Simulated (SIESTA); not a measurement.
Band structure of Al3Cu (P4/mmm, 4 atoms in the cell).

```yaml
crystal:
  lattice:
    - [2.79897, 0.00000, 0.00000]
    - [0.00000, 2.79897, 0.00000]
    - [0.00000, 0.00000, 7.56900]
  atoms:
    - { symbol: Al, position: [0.00000, 0.00000, 0.50000] }
    - { symbol: Al, position: [0.50000, 0.50000, 0.22612] }
    - { symbol: Al, position: [0.50000, 0.50000, 0.77388] }
    - { symbol: Cu, position: [0.00000, 0.00000, 0.00000] }
```

Method: SIESTA with LDA PW92, numerical atomic orbitals DZP, PseudoDojo LDA standard norm-conserving potentials (rewritten from UPF to PSML).

Settings: XC.functional = LDA; XC.authors = PW92; potentials = PseudoDojo LDA standard; PAO.BasisSize = DZP; PAO.EnergyShift = 0.005 Ry; MeshCutoff = 300 Ry; kgrid.MonkhorstPack = 15 15 6; OccupationFunction = FD; ElectronicTemperature = 100 meV; MaxSCFIterations = 150; SCF.Mixer.Method = Pulay; SCF.Mixer.Weight = 0.2; SCF.Mixer.History = 6; SCF.DM.Tolerance = 1.0E-04.

The starting cell comes from a database of computed structures (which also holds hypothetical and non-ambient phases and stackings), without a prior relaxation at this level. Its lattice was rescaled by a random factor within 2.5 % of one. Spin polarisation is off. Values carry the incompleteness of an atom-centred basis.

Levels in eV from the Fermi level, bands 11 to 16:
```
point     11     12     13     14     15    16
-----  -----  -----  -----  -----  -----  ----
Γ      -3.69  -3.29  -1.64   0.70   6.34  6.51
X      -3.74  -3.69  -3.59  -2.39  -1.89  2.79
M      -2.52  -0.55  -0.47   0.25   0.25  0.48
Z      -3.68  -3.52  -3.29   4.40   5.85  6.32
R      -3.74  -3.59  -2.65  -0.89  -0.87  0.10
A      -1.72  -1.72  -1.72  -0.61  -0.60  0.66
```

Bands cross the Fermi level along this path, so the cell is metallic at this level.

Higher empty bands are left out: an atom-centred basis made for the valence describes them poorly.
